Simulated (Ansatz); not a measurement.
A periodic model of amorphous In₂₄O₃₈Si:

```xyz
63
Lattice="9.5081 0.0579 -0.2818 0.0579 9.6413 -0.0089 -0.2818 -0.0089 9.6420" Properties=species:S:1:pos:R:3 pbc="T T T"
In     8.4224     5.3135     3.2564
In     3.0607     9.1236     3.4342
In     4.3059     9.4522    -0.1163
In     2.3735     6.1013     9.4554
In     1.2185     2.6892     8.8523
In     8.9961     8.1952     1.9220
In     6.2156     1.1165     3.0988
In     3.8893     2.9604     1.8030
In     5.6908     0.8190     6.3738
In     7.7013     1.0908     9.2679
In     2.1092     2.8868     5.1802
In     9.2067     9.5967     5.0382
In     5.7416     6.0254     1.4004
In     0.0307     5.4462     7.2368
In     6.2205     7.6331     4.7630
In     8.3687     4.6169     0.0919
In     3.3877     6.6695     6.3254
In     4.8685     3.6853     8.3000
In     0.7398     8.9191     8.7110
In     0.2953     1.8670     2.5555
In     6.7328     7.5676     8.2632
In     2.4633     5.5495     3.2780
In     5.4446     4.4230     4.9451
In     8.3942     2.7354     6.1456
O      1.3846     7.0250     7.4376
O      0.6623     1.2967     0.4991
O      6.2095     4.2469     0.3501
O      3.4821     7.2096     4.1307
O      5.3181     3.0143     3.3159
O      0.7303     4.7737     9.3986
O      5.6428     0.9393     8.5873
O      7.2712     1.3442     4.9895
O      6.9242     8.6521     6.5328
O      8.2257     2.9307     8.3177
O      0.9890     3.4878     6.9133
O      1.0272     9.4558     2.9386
O      1.8748     9.2151     5.5244
O      8.1182     8.2046     3.9034
O      2.1390     3.1692     2.9893
O      8.6959     3.6814     1.9682
O      3.2110     4.6896     5.1115
O      4.1732     0.6942     1.8733
O      3.6736     5.4038     8.0267
O      0.2739     1.9389     4.7298
O      8.3550     4.7485     5.2981
O      7.7980     5.8448     8.0282
O      5.1249     9.4347     4.3154
O      2.2861     0.6210     8.1508
O      2.5427     8.1315     0.3726
O      7.7998     0.7719     1.7927
O      6.2688     5.8275     3.4793
O      8.6685     8.6210    -0.2453
O      4.0218     8.6938     7.0330
O      3.6966     5.3110     1.5816
O      7.8769     6.4035     1.3593
O      5.4672     6.2169     6.1101
O      0.6306     6.4056     3.1641
O      9.1157     0.6141     7.0646
O      5.8451     3.0901     6.5529
O      5.5262     7.6922     0.0890
O      3.2803     2.7987     9.4205
O      3.5297     1.5223     6.0131
Si     2.8266     0.1722     6.6517
```

All values below come from PBE, scalar-relativistic without spin-orbit coupling (plane waves to 420 eV, PAW; Ansatz, a quantum-chemistry and plane-wave program).

Preparation: random packing, a CHGNet melt and quench, and a DFT relaxation. O atoms were pushed apart under 1.9 Å during the dynamics, to hinder bonds among them. The hot cell started wider than the set density and was brought back towards it in steps. It is the lowest in DFT energy of 2 quenches. It is a model cell: composition and starting density were chosen by hand, and all elements were melted together. No dispersion term was used. Its density started from a set value of 6.30 and ended at 6.38 g/cm³. Cooling (nominally 220 K/ps over its main leg) ran many orders faster than in experiment, which tends to leave more defects and strain. A cell of this size samples the disorder only roughly. Volume and shape were free in the relaxation.

Cut-offs for bonds: In-In 3.12 Å, In-O 2.70 Å, In-Si 2.78 Å, O-O 1.58 Å, O-Si 2.12 Å, Si-Si 2.60 Å. Two cations that share two anions don't count as bonded, nor two that share one unless they lie closer than In-In 3.04 Å, In-Si 2.71 Å, Si-Si 2.38 Å.

Question: Give the coordination numbers, mean bond lengths and angles.

Answer: 
| Item | Result |
|---|---|
| Mean coordination of In by anions | 5.42 (2 with 4, 12 with 5, 8 with 6, 2 with 7) |
| Mean coordination of O | 3.53 (18 with 3, 20 with 4) |
| Mean coordination of Si by anions | 4.00 (1 with 4) |
| Mean In-O bond | 2.211 Å (spread 0.125 Å, 130 counted) |
| Mean O-Si bond | 1.643 Å (spread 0.013 Å, 4 counted) |
| Bond angle at In | mean 104.5°, spread 28.2° |
| Bond angle at O | mean 110.8°, spread 15.7° |
| Bond angle at Si | mean 109.4°, spread 6.2° |

Question: List the pairs of like atoms that count as bonded by the rules above.

Answer: There are none by these rules.
